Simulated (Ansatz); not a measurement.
# Carrier properties of monolayer SnSe$_{2}$

Consider the following.

```yaml
crystal:
  lattice:
    - [3.75210, 0.00000, 0.00000]
    - [-1.87605, 3.24941, 0.00000]
    - [0.00000, 0.00000, 19.09975]
  atoms:
    - { symbol: Sn, position: [0.00000, 0.00000, 0.50000] }
    - { symbol: Se, position: [0.33333, 0.66667, 0.58544] }
    - { symbol: Se, position: [0.66667, 0.33333, 0.41456] }
```

Level of theory: PBE, rigid bands (plane waves, PAW, scalar-relativistic; Ansatz, a first-principles code). Condition of this run: biaxial strain -3 %. How the cell was made: cell and atoms relaxed with PBE, then loaded as said.

| Item | Result |
|---|---|
| band gap | 0.65 eV |
| electron conductivity mass (300 K, dilute) | 0.33 mₑ |
| effective density of states N_c (300 K) | 1.3e13 cm⁻² |
| Seebeck coefficient, n-type 1.9e12 cm⁻², 300 K | -334 μV/K |

Rigid bands; masses and Seebeck coefficients take one relaxation time τ for all states and one kind of carrier; polarons and phonon drag are left out. Spin-orbit coupling is left out.

Model free-standing layer, not matched to a measured one here: monolayer SnSe2.
